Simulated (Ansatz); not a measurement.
CaO in the NiAs type structure (space group P6_3/mmc, No. 194; a model cell, its experimental status unchecked)

```cif
data_Ca2O2
_chemical_formula_sum 'Ca2 O2'
_space_group_name_H-M_alt 'P 1'
_space_group_IT_number 1
_cell_length_a 3.30064
_cell_length_b 3.30064
_cell_length_c 5.78785
_cell_angle_alpha 90.000
_cell_angle_beta 90.000
_cell_angle_gamma 120.000
loop_
_space_group_symop_operation_xyz
  'x, y, z'
loop_
_atom_site_label
_atom_site_type_symbol
_atom_site_fract_x
_atom_site_fract_y
_atom_site_fract_z
_atom_site_occupancy
Ca1 Ca 0.00000 0.00000 0.00000 1
Ca2 Ca 0.00000 0.00000 0.50000 1
O1 O 0.33333 0.66667 0.25000 1
O2 O 0.66667 0.33333 0.75000 1
```

All numbers come from PBEsol/PAW in Ansatz (a quantum-chemistry and plane-wave program), no spin-orbit coupling. Settings: 11×11×6 k-points, 0.05 eV Fermi–Dirac smearing.

```yaml
volume_per_atom: 13.65 Å³
density: 3.41 g/cm³
band_gap: 3.77 eV, direct at Γ
electron_mass: 0.37 mₑ along c, 1.1 mₑ across
Lowest conduction-band minima above the VBM: Γ 3.77 eV; M (1/2, 0, 0) 3.85 eV
total_energy: -1178.889 eV/atom (σ→0; compares only within this code and set-up)
```

Effective masses come from finite differences of ±0.01 Å⁻¹. Whether these cells are dynamically stable was not tested. This is not the structure that CaO has at room temperature and ambient pressure.
